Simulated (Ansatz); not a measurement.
YN: response to strain

Take YN in the rock salt structure (space group Fm-3m, No. 225; a = 4.8957 Å) as the base. Axes: x, y, z lie along the cube axes.

Strains are applied to the cell and any free atomic positions relax; under biaxial strain the out-of-plane vector relaxes too.

Method: r2SCAN, PAW, 500 eV (Ansatz, an electronic-structure program; no SOC).

Candidates:
(a) biaxial strain −0.50 %, plane normal [001], relaxed out of plane
(b) biaxial strain −1.50 %, plane normal [001], relaxed out of plane
(c) biaxial strain −1.00 %, plane normal [001], relaxed out of plane
(d) biaxial strain −2.50 %, plane normal [001], relaxed out of plane

Base values:

Band gap: 0.58 eV

Task: Order them by band gap, lowest first.

Result: (d) biaxial strain −2.50 %, plane normal [001], relaxed out of plane (0.42 eV), (b) biaxial strain −1.50 %, plane normal [001], relaxed out of plane (0.49 eV), (c) biaxial strain −1.00 %, plane normal [001], relaxed out of plane (0.52 eV), (a) biaxial strain −0.50 %, plane normal [001], relaxed out of plane (0.55 eV)

Whether these cells are dynamically stable was not tested.
